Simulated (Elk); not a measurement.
Band structure of Lu (P6_3/mmc, 4 atoms in the cell).

```yaml
crystal:
  lattice:
    - [3.42453, 0.00000, 0.00000]
    - [-1.71227, 2.96573, 0.00000]
    - [0.00000, 0.00000, 11.01846]
  atoms:
    - { symbol: Lu, position: [0.00000, 0.00000, 0.00000] }
    - { symbol: Lu, position: [0.00000, 0.00000, 0.50000] }
    - { symbol: Lu, position: [0.33333, 0.66667, 0.25000] }
    - { symbol: Lu, position: [0.66667, 0.33333, 0.75000] }
```

Method of the run: PBE, all-electron FP-LAPW, Elk's shipped species files, default APW+lo basis (Elk).

Settings: xctype = 20; stype = 0; swidth = 0.00367493 Ha; ngridk = 8 8 2; maxscl = 100.

The starting cell was generated: these elements placed on a structure prototype, without a prior relaxation; it need not be a known phase or ordering of this composition. Its lattice was rescaled by a random factor within 2.5 % of one. Spin-orbit coupling is off. Values depend on the basis (sphere radii, cutoffs, local orbitals), which need not be converged.

Levels in eV from the Fermi level, bands 47 to 54:
```tsv
point	47	48	49	50	51	52	53	54
Γ	-4.52	-2.60	0.55	1.02	1.08	2.07	2.07	2.15
M	-1.71	-1.66	-0.62	-0.48	-0.37	0.35	1.02	1.40
K	-0.82	-0.61	-0.59	-0.59	-0.50	-0.50	0.40	0.71
A	-3.16	-3.16	0.54	0.54	1.95	1.95	2.22	2.22
L	-1.86	-1.86	-0.64	-0.64	0.10	0.10	1.47	1.47
H	-0.79	-0.79	-0.60	-0.60	-0.56	-0.56	0.77	0.77
```

Bands cross the Fermi level along this path, so the cell is metallic at this level.
